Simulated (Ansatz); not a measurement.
Nb: pressure series

Start from Nb in the bcc (W type) structure (space group Im-3m, No. 229).

```xyz
1
Lattice="-1.6361 1.6361 1.6361 1.6361 -1.6361 1.6361 1.6361 1.6361 -1.6361" Properties=species:S:1:pos:R:3 pbc="T T T"
Nb     0.0000     0.0000     0.0000
```

Cell and atoms are relaxed at each pressure.

Method: PBEsol/PAW in Ansatz (a first-principles code), without spin-orbit coupling, earlier PAW set.

Notes on the quantities. enthalpy: H = E + PV relative to the base's energy.

```
variant                enthalpy  lattice parameter a
----------------  -------------  -------------------
base                          –              3.272 Å
pressure −2 GPa   -0.22 eV/atom              3.284 Å
pressure −1 GPa   -0.11 eV/atom              3.278 Å
pressure 0.3 GPa  +0.03 eV/atom              3.270 Å
pressure 0.7 GPa  +0.08 eV/atom              3.268 Å
pressure 1.5 GPa  +0.16 eV/atom              3.264 Å
pressure 3 GPa    +0.33 eV/atom              3.255 Å
pressure 5 GPa    +0.54 eV/atom              3.244 Å
pressure 7.5 GPa  +0.80 eV/atom              3.231 Å
pressure 10 GPa   +1.07 eV/atom              3.219 Å
```

Load acts through the strain it causes; cell and atoms are relaxed under it. No phonon test of stability was made. Competing high-pressure phases were not computed. The base started in P-1 and relaxed to Im-3m at this level. All final runs are without spin polarisation.
